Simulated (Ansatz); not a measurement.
Input and output of a zone-centre phonon calculation for Pt3Pb (Pm-3m, 4 atoms in the cell) (Ansatz, a first-principles code).

Method: LDA (PW92), default PAW files made with PBE (plane waves; Ansatz).

```
CELL_PARAMETERS angstrom
      4.12023     0.00000     0.00000
      0.00000     4.12023     0.00000
      0.00000     0.00000     4.12023
ATOMIC_POSITIONS crystal
  Pt 0.50000 0.00000 0.50000
  Pt 0.00000 0.50000 0.50000
  Pt 0.50000 0.50000 0.00000
  Pb 0.00000 0.00000 0.00000
```

Reference input (self-consistent single point, DFT, LDA (PW92), plane waves, default PAW files made with PBE): basis.ecutwfc = 420 eV; kpoints.mp_grid.grid = 8 8 8; hamiltonian.xc = lda; hamiltonian.pseudopotentials = {kind: paw} (the program's default PAW files); scf.occupations.method = fermi_dirac; scf.occupations.width = 0.1 eV. This run's input differs from it in these lines:

```diff
@@ -19,6 +19,5 @@
   occupations: { method: fermi_dirac, width: 0.1 }
-output:
-  forces: true
-  eigenvalues: true
-  stress: true
+  convergence: { dr2_threshold: 1.0e-07 eV }
+phonons:
+  method: dfpt
```

The program printed (abridged):

```
SCF iter   1: F=—  HF=-48337.507582 eV  |F-HF|=—  |Δ(HF+E_count)|=         —  Δρ=6.03e-3  dr2=7.18e-3  ethr=1.77e-3  ⟨swp⟩=6.6  Hψ=19928  notcnv=0  defer=5
all-band conjugate gradients solve this SCF's bands
preconditioner: auto → Kerker (q_TF=auto, 2.715 Å⁻¹)
SCF iter   2: F=—  HF=-48337.507163 eV  |F-HF|=—  |Δ(HF+E_count)|=   4.19e-4  Δρ=3.24e-3  dr2=2.01e-3  ethr=1.06e-5  ⟨swp⟩=2.1  Hψ=8190  notcnv=0  defer=6
SCF iter   3: F=—  HF=-48337.506608 eV  |F-HF|=—  |Δ(HF+E_count)|=   5.55e-4  Δρ=2.05e-4  dr2=1.21e-5  ethr=2.95e-6  ⟨swp⟩=2.4  Hψ=7846  notcnv=0  defer=6
SCF iter   4: F=—  HF=-48337.506616 eV  |F-HF|=—  |Δ(HF+E_count)|=   8.67e-6  Δρ=4.64e-5  dr2=1.18e-6  ethr=1.78e-8  ⟨swp⟩=2.0  Hψ=8720  notcnv=0  defer=6
SCF iter   5: F=—  HF=-48337.506616 eV  |F-HF|=—  |Δ(HF+E_count)|=   1.76e-7  Δρ=9.64e-6  dr2=1.51e-7  ethr=1.74e-9  ⟨swp⟩=2.0  Hψ=5841  notcnv=0  defer=6
SCF iter   6: F=-48337.506616 eV  HF=-48337.506616 eV  |F-HF|=1.16e-8  |Δ(HF+E_count)|=   3.28e-8  Δρ=3.60e-6  dr2=1.64e-8  ethr=1.47e-10  ⟨swp⟩=11.6  Hψ=34309  notcnv=0
SCF 1 converged in 6 iterations: F = -48337.506616 eV  dr2 = 1.64e-8
DFPT response loops at Γ: preconditioner auto → Kerker (q_TF=auto, 2.715 Å⁻¹) (partly filled bands, converged f_vac=0.000) …
Free energy (F): -48337.506616 eV
Internal energy: -48337.464396 eV  (E = F + TS)
E sigma→0 (E₀):  -48337.485506 eV
Entropy (-TS):   -0.042220 eV (-10.555 meV/atom)
Fermi energy:    19.653386 eV
--- Phonons (Γ-DFPT): 3 representative perturbations + reference, on 125 of 512 k-points (Σ response iterations 12) ---
  k mesh reduced under 8 symmetry operations, with k and −k counted as one. Each operation leaves every solved displacement unchanged or reverses it
  ASR residual: 5.405e-4 → 0.000e0 eV/Å²; symmetrization residual: 3.679e-7 eV/Å²
  ASR residual per site (eV/Å²): 4.22e-4 4.22e-4 4.22e-4 5.40e-4
  Γ frequencies (cm⁻¹): 0.00 0.00 0.00 67.49 67.49 67.49 68.35 68.35 68.35 134.04 134.04 134.04
  non-analytic LO–TO correction: not included (Born effective charges unavailable; polar crystals: no LO–TO splitting at Γ)
```

The run converged in 6 iterations. 

Summary of the result:
- Free energy E − TS (on the zero of these files) = -48337.5066 eV
- Fermi level (on the code's own zero) = 19.65 eV
- Zone-centre frequencies (cm⁻¹; negative means imaginary) = 0, 0, 0, 67, 67, 67, 68, 68, 68, 134, 134, 134

The starting cell comes from a database of computed structures (which also holds hypothetical and non-ambient phases and stackings), without a prior relaxation at this level. Its lattice was rescaled by up to half a per cent. Spin polarisation is off.

Cost on one core of a shared machine: roughly 2 min.

Keys are those of Ansatz 0.2.
